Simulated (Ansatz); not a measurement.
Cubic perovskite RbMnF₃, treated with r²SCAN in Ansatz (PAW).

Settings: plane-wave cutoff 500 eV, 10×10×10 k mesh, Fermi–Dirac smearing 0.05 eV, spin-polarised start, scalar-relativistic PAW data made under PBE.

Cell (relaxed at this level):

```
CELL_PARAMETERS angstrom
      4.23426     0.00000     0.00000
      0.00000     4.23426     0.00000
      0.00000     0.00000     4.23426
ATOMIC_POSITIONS crystal
  Rb 0.00000 0.00000 0.00000
  Mn 0.50000 0.50000 0.50000
  F  0.50000 0.00000 0.50000
  F  0.00000 0.50000 0.50000
  F  0.50000 0.50000 0.00000
```

**Question.** What does this level give for the band gap?

**Answer.** 
- band gap = 2.39 eV (on the SCF k mesh)

Note: the magnetic order was assumed, not searched for or taken from measurement; the relaxation could not lower the start's symmetry, so the cell can be a saddle point above a distorted one.

Spin–orbit coupling is not included.

Computed values are for the static lattice.

Cost on a shared machine: roughly 70 core-seconds.

Ansatz is an electronic-structure program.
